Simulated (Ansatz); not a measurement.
The reference is Se (space group P3_121, No. 152; a = 4.0391 Å, c = 5.1204 Å; made of chains).

Levels (all Ansatz, a quantum-chemistry and plane-wave program, PAW, earlier PAW set): PBEsol (420 eV, no spin-orbit coupling); r2SCAN (500 eV, scalar-relativistic without spin-orbit coupling); HSE06 (420 eV, spin-orbit coupling left out); PBEsol+SOC (420 eV, with spin-orbit coupling); HSE06+SOC (420 eV, noncollinear with spin-orbit coupling).

At the geometry relaxed with PBEsol, these levels gave the following band gaps, in shuffled order: (a) 0.39 eV, (b) 0.32 eV, (c) 0.67 eV, (d) 1.02 eV, (e) 1.09 eV.

### Question
Match each gap to its level.

### Answer
(a) PBEsol; (b) PBEsol+SOC; (c) r2SCAN; (d) HSE06+SOC; (e) HSE06.

Single points use the geometry relaxed with PBEsol. HSE06 was sampled on its mesh, a few special points and the semilocal edge points, so its gap is an upper bound. Differences between runs with and without spin-orbit coupling are approximate. Stability against distortions was not tested. No dispersion term is included in the PBEsol runs.
